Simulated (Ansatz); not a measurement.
fcc Yb was calculated with PBE+SOC (PAW; Ansatz, a first-principles code).

Run with plane-wave cutoff 520 eV, 18×18×18 k mesh, Fermi–Dirac smearing 0.05 eV, PAW data made under PBE.

Cell (relaxed at this level):

```yaml
crystal:
  lattice:
    - [0.00000, 2.57755, 2.57755]
    - [2.57755, 0.00000, 2.57755]
    - [2.57755, 2.57755, 0.00000]
  atoms:
    - { symbol: Yb, position: [0.00000, 0.00000, 0.00000] }
```

Q: Give the computed bulk modulus B0, smallest direct gap on the k points sampled and pressure derivative B′ of the bulk modulus.

A: 
bulk modulus B0: 19.7 GPa
smallest direct gap on the k points sampled: 0.14 eV (under three smearing widths, so not firm)
pressure derivative B′ of the bulk modulus: 3.7

Measured, for comparison: bulk modulus 16.3 GPa (temperature not stated, no zero-point or thermal correction; as tabulated in doi:10.1007/BF02743909 (ytterbium under pressure), abstract). Computed (rounded) less measured: bulk modulus +21 %.

Computing time: about 9 core-minutes (a rough figure).
